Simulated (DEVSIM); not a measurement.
System: illuminated GaSb p-on-n cell, one wavelength, at 250 K.

Layer 1 from the left is GaSb, thickness (μm) 0.250, Na (cm⁻³) 8.3e17, τn (s) 2e-9, τp (s) 8.6e-10, absorption coefficient (cm⁻¹) 31000. Layer 2 from the left is GaSb, thickness (μm) 6.00, Nd (cm⁻³) 7.2e16, τn (s) 3.6e-8, τp (s) 3.6e-8, absorption coefficient (cm⁻¹) 31000.

Left contact: ohmic, minority electron recombination velocity 1e6 cm/s. Right contact: ohmic, minority hole recombination velocity 10000 cm/s. Voltage is applied to the left contact. Recombination: SRH at mid-gap, radiative, Auger. Light enters at the left, 5.4e16 photons cm⁻² s⁻¹, one pass, no reflection. Mobility is μmin + (μ − μmin)/(1 + (N/Nref)^α).

The device is made up for the run: typed textbook-type constants, with dimensions and the other settings drawn at random. Values at 300 K; Nc and Nv go as T^1.5, mobilities as T to minus their exponent, the gap by Varshni's rule with the affinity fixed.

GaSb: gap (eV) 0.726, affinity (eV) 4.06, permittivity 15.7, Nc (cm⁻³) 2.1e17, Nv (cm⁻³) 1.8e19, μn (cm²/Vs) 5000, μp (cm²/Vs) 850, μn,min 1000, μp,min 190, Nref,n 2.8e17, Nref,p 9e17, αn 1.05, αp 0.65, T exponent of μn 2, T exponent of μp 1.7, B (cm³/s) 1e-10, Cn (cm⁶/s) 5e-30, Cp (cm⁶/s) 5e-30, Varshni α (eV/K) 0.00042, Varshni β (K) 140.

Simulated with DEVSIM: 1D drift-diffusion, Boltzmann statistics, complete ionisation; no tunnelling, impact ionisation, image-force lowering or self-heating.

Dark forward current:

```tsv
|V| (V)	|J| (A/cm²)
0.05	2.612e-7
0.10	1.107e-6
0.15	4.209e-6
0.20	1.738e-5
0.25	8.882e-5
0.30	0.0006010
0.35	0.005066
0.40	0.04786
0.45	0.4736
0.50	4.757
0.55	47.14
0.60	417.3
0.65	2861
```

**Question.** Work out the local ideality factor n = ΔV / (kT/q · ln(J2/J1)) between the rows 0.10 and 0.15 V, 0.45 and 0.50 V, 0.60 and 0.65 V.

**Answer.** kT/q = 21.54 mV. From 0.10 to 0.15 V: ln(4.209e-6/1.107e-6) = 1.336, n = 1.74. From 0.45 to 0.50 V: ln(4.757/0.4736) = 2.307, n = 1.01, near the 1 of diffusion or emission over a barrier. From 0.60 to 0.65 V: ln(2861/417.3) = 1.925, n = 1.21; the layers' resistance at their doping, Σ W/(qμN) = 8.8e-6 Ω cm², would take 22 mV of this step of 50 mV.

**Question.** What current could the absorbed light give at most, and what share is collected?

**Answer.** Σ αd = 19.4, so qΦ(1 − exp(−Σ αd)) = 8.65 mA/cm². The simulated short-circuit current is 7.765 mA/cm², a share of 0.90.

**Question.** Estimate the open-circuit voltage by superposition: the voltage at which the dark current equals that short-circuit current.

**Answer.** Interpolating ln J in the table gives 0.360 V. The simulation gives 0.360 V, the same within the digits that matter. Superposition holds where collection doesn't change with voltage.

**Question.** Estimate the fill factor from FF0 = (v − ln(v + 0.72))/(v + 1), v = qVoc/(nkT), with n from the dark curve.

**Answer.** The rows about Voc, 0.35 and 0.40 V, give n = 1.03, so v = 16.2 and FF0 = 0.777. The simulation gives 0.768; the estimate lies 1.2 % above.
